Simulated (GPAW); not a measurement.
Input and output of a self-consistent single point for W (Im-3m, 1 atom in the cell) (GPAW)

Method of the run: PBE, GPAW PAW datasets PBE (gpaw-data 1.0.1) (plane waves; GPAW 25.7.0).

This input was run:

```python
from ase import Atoms
from ase.units import GPa
from gpaw import GPAW, PW

atoms = Atoms(['W'],
              cell=[[-1.577710, 1.577710, 1.577710],
                    [1.577710, -1.577710, 1.577710],
                    [1.577710, 1.577710, -1.577710]],
              scaled_positions=[[0.000000, 0.000000, 0.000000]],
              pbc=True)

calc = GPAW(mode=PW(550),
            xc='PBE',
            kpts=(19, 19, 19),
            occupations={'name': 'methfessel-paxton', 'width': 0.272, 'order': 0},
            nbands=-5,
            convergence={'forces': 0.001},
            symmetry={'symmorphic': False, 'tolerance': 0.0005},
            maxiter=100)

atoms.calc = calc

energy = atoms.get_potential_energy()
print('Energy (eV):', round(energy, 6))
forces = atoms.get_forces()
print('Forces (eV/Ang):')
print(forces.round(5))
stress = atoms.get_stress()
print('Stress (GPa, Voigt):', (stress / GPa).round(4))
```

Output, abridged:

```
Input parameters:
  convergence: {forces: 0.001}
  kpts: [19 19 19]
  maxiter: 100
  mode: {ecut: 550.0,
         name: pw}
  nbands: -5
  occupations: {name: methfessel-paxton,
                order: 0,
                width: 0.272}
  symmetry: {symmorphic: False,
             tolerance: 0.0005}
  xc: PBE

species:
  W:
    name: Tungsten
    Z: 74.0
    valence: 14
    core: 60
    charge: 0.0
    file: W.PBE.gz

    # Using partial waves for W as LCAO basis

Reference energy: -438771.671655  # eV

Spin-paired calculation

Convergence criteria:
 Maximum [total energy] change in last 3 cyles: 0.0005 eV / valence electron
 Maximum integral of absolute [dens]ity change: 0.0001 electrons / valence electron
 Maximum integral of absolute [eigenst]ate change: 4e-08 eV^2 / valence electron
 Maximum change in the atomic [forces] across last 2 cycles: 0.001 eV/Ang OR
Maximum error relative to the maximum force is below inf
 Maximum number of scf [iter]ations: 100

Symmetries present (total): 48
Symmetries with fractional translations: 0
6859 k-points: 19 x 19 x 19 Monkhorst-Pack grid
220 k-points in the irreducible part of the Brillouin zone
       k-points in crystal coordinates                weights
   0:     0.00000000    0.00000000    0.00000000          1/6859
   1:     0.05263158    0.00000000    0.00000000         12/6859
   2:     0.05263158    0.05263158   -0.05263158          6/6859
   [... 7 lines left out ...]
          ...
 219:     0.47368421    0.47368421    0.47368421          8/6859

Wave functions: Plane wave expansion
  Cutoff energy: 550.000 eV
  Number of coefficients (min, max): 446, 473
  Pulay-stress correction: 0.000000 eV/Ang^3 (de/decut=0.000000)

Occupation numbers: Methfessel-Paxton:
  width: 0.2720  # eV
  order: 0

Eigensolver

Densities:
  Coarse grid: 15*15*15 grid
  Fine grid: 30*30*30 grid
  Total Charge: 0.000000

Density mixing:
  Method: separate
  Backend: pulay
  Linear mixing parameter: 0.05
  old densities: 5
  Damping of long wavelength oscillations: 50

Hamiltonian:
  XC and Coulomb potentials evaluated on a 30*30*30 grid
  External potential:
    NoExternalPotential

XC parameters: PBE with 2 nearest neighbor stencil

Number of atoms: 1
Number of atomic orbitals: 13
Number of bands in calculation: 12
Number of valence electrons: 14
Bands to converge: occupied

Density initialized from atomic densities
  12 bands from LCAO basis set

Atomic positions and initial magnetic moments

Positions:
   0 W      0.000000    0.000000    0.000000    ( 0.0000,  0.0000,  0.0000)

Unit cell:
           periodic     x           y           z      points  spacing
  1. axis:    yes   -1.577710    1.577710    1.577710    15     0.1487
  2. axis:    yes    1.577710   -1.577710    1.577710    15     0.1487
  3. axis:    yes    1.577710    1.577710   -1.577710    15     0.1487

  Lengths:   2.732674   2.732674   2.732674
  Angles:  109.471221 109.471221 109.471221

Effective grid spacing dv^(1/3) = 0.1670

     iter     time        total  log10-change:
                         energy   eigst   dens  force
iter:   1 --:--:--   -11.784122
iter:   2 --:--:--   -11.755799   -1.77  -1.30
iter:   3 --:--:--   -11.660319   -1.21  -1.32
iter:   4 --:--:--   -11.626577   -3.77  -1.82
iter:   5 --:--:--   -11.583848   -2.80  -1.93
iter:   6 --:--:--   -11.572566   -2.76  -2.23
iter:   7 --:--:--   -11.572501   -5.08  -3.42
iter:   8 --:--:--   -11.572472c  -5.58  -3.58
iter:   9 --:--:--   -11.572472c  -8.13c -4.78c
iter:  10 --:--:--   -11.572472c  -9.38c -4.56c -29.13c

Converged after 10 iterations.

Dipole moment: (0.000000, -0.000000, -0.000000) |e|*Ang

Energy contributions relative to reference atoms: (reference = -438771.671655)

Kinetic:         +9.181872
Potential:      -10.544707
External:        +0.000000
XC:             -10.195285
Entropy (-ST):   -0.015758
Local:           -0.006472
SIC:             +0.000000
--------------------------
Free energy:    -11.580351
Extrapolated:   -11.572472

Showing only first 2 kpts
 Kpt  Band  Eigenvalues  Occupancy
  0     5     13.54634    2.00000
  0     6     13.54634    2.00000
  0     7     13.54634    2.00000
  0     8     17.05033    0.00000

  1     5     13.46302    2.00000
  1     6     13.52820    2.00000
  1     7     13.67734    2.00000
  1     8     16.91421    0.00000

Fermi level: 14.76767

No gap
No difference between direct/indirect transitions
Energy (eV): -11.572472

Forces in eV/Ang:
  0 W     0.00000   -0.00000    0.00000

Stress tensor:
    -0.051425     0.000000     0.000000
     0.000000    -0.051425     0.000000
     0.000000     0.000000    -0.051425
Stress (GPa, Voigt): [-8.2392 -8.2392 -8.2392  0.      0.      0.    ]
```

The run converged in 10 iterations. GPAW prints stress with tension positive.

The starting cell comes from a database of computed structures (which also holds hypothetical and non-ambient phases and stackings), without a prior relaxation at this level. Its lattice was rescaled by a random factor within 2.5 % of one. Spin-orbit coupling is off. Spin polarisation is off. With a pressure of about 8 GPa the cell is away from its equilibrium volume at this level.
